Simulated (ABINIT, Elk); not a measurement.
An ABINIT input for a self-consistent single point of BaCd2P2 (P-3m1, 5 atoms in the cell) (DFT, LDA (PW92), plane waves, PAW (JTH v2.0 LDA PAW)):

```
# Ba(CdP)2, JTH v2.0 LDA PAW
pp_dirpath "./"
pseudos "Ba.LDA_PW-JTH.xml, Cd.LDA_PW-JTH.xml, P.LDA_PW-JTH.xml"
acell 8.3054347499 8.3054347499 14.2532763025
rprim
         1.0000000000   -0.0000000461    0.0000000000
        -0.4999999601    0.8660254268    0.0000000000
         0.0000000000    0.0000000000    1.0000000000
natom 5
ntypat 3
znucl 56 48 15
typat 1 2 2 3 3
xred
         0.0000000000    0.0000000000    0.0000000000
         0.6666666667    0.3333333333    0.3696900000
         0.3333333333    0.6666666667    0.6303100000
         0.6666666667    0.3333333333    0.7315700000
         0.3333333333    0.6666666667    0.2684300000
ecut 21 Ha
pawecutdg 42 Ha
pawxcdev 0
occopt 3
tsmear 0.00036749
nband 29
kptopt 1
ngkpt 5 5 3
nshiftk 1
shiftk 0 0 0
nstep 100
toldfe 1.0e-09
prtwf 0
prtden 0
```

Q: Give the Elk input for the same structure, mesh, smearing and functional.

A: This is the input that was run; spellings and numerical settings could be chosen otherwise.

```
tasks
  0

swidth
  0.000367493

maxscl
  100

avec
    8.3054347499   -0.0000003831    0.0000000000
   -4.1527170432    7.1927176745    0.0000000000
    0.0000000000    0.0000000000   14.2532763025

atoms
  3
  'Ba.in'
  1
  0.0000000000  0.0000000000  0.0000000000    0.0 0.0 0.0
  'Cd.in'
  2
  0.6666666667  0.3333333333  0.3696900000    0.0 0.0 0.0
  0.3333333333  0.6666666667  0.6303100000    0.0 0.0 0.0
  'P.in'
  2
  0.6666666667  0.3333333333  0.7315700000    0.0 0.0 0.0
  0.3333333333  0.6666666667  0.2684300000    0.0 0.0 0.0

ngridk
  5 5 3
```

Basis, cutoffs, solver keys and any potentials are the target program's own. This input uses DFT, LDA (PW92), all-electron FP-LAPW, Elk's shipped species files, default APW+lo basis. LDA parametrisations can differ slightly between programs. Both were run: gap on the mesh 0.562 eV in ABINIT and 0.609 in Elk.

On Elk: the starting cell comes from a database of computed structures (which also holds hypothetical and non-ambient phases and stackings), without a prior relaxation at this level. Its lattice was rescaled by a random factor within 2.5 % of one. Values depend on the basis (sphere radii, cutoffs, local orbitals), which need not be converged. Another mesh or the band path of this cell gives a smaller gap, so this value is not converged in the mesh.

On ABINIT: the starting cell comes from a database of computed structures (which also holds hypothetical and non-ambient phases and stackings), without a prior relaxation at this level. Its lattice was rescaled by a random factor within 2.5 % of one. Another mesh or the band path of this cell gives a smaller gap, so this value is not converged in the mesh.
